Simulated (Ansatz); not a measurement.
Base system: Bi2Te2Se (space group R-3m, No. 166; a = 4.3037 Å, c = 30.8426 Å (hexagonal axes); a cell from a computed database, its experimental status unchecked). Axes: x lies along a and z along c of the hexagonal cell.

Modification: biaxial strain −4.80 %, plane normal [001], relaxed out of plane (Cartesian); in-plane vectors clamped, the third vector and the atoms free.

Levels (all Ansatz, a quantum-chemistry and plane-wave program, PAW): r2SCAN+rVV10 (500 eV, no SOC); HSE06 (420 eV, without spin-orbit coupling).

The geometry is relaxed with r2SCAN+rVV10.

```
Quantity                 Value
---------------------  -------
r2SCAN+rVV10 band gap  0.71 eV
```

How does going to HSE06 change the band gap?

The band gap goes up by 0.14 eV to 0.85 eV.

Single points use the geometry relaxed with r2SCAN+rVV10. HSE06 was sampled on its mesh, a few special points and the semilocal edge points, so its gap is an upper bound. Spin-orbit coupling, missing from the scalar runs, can matter with Bi and Te. No phonon test of stability was made.
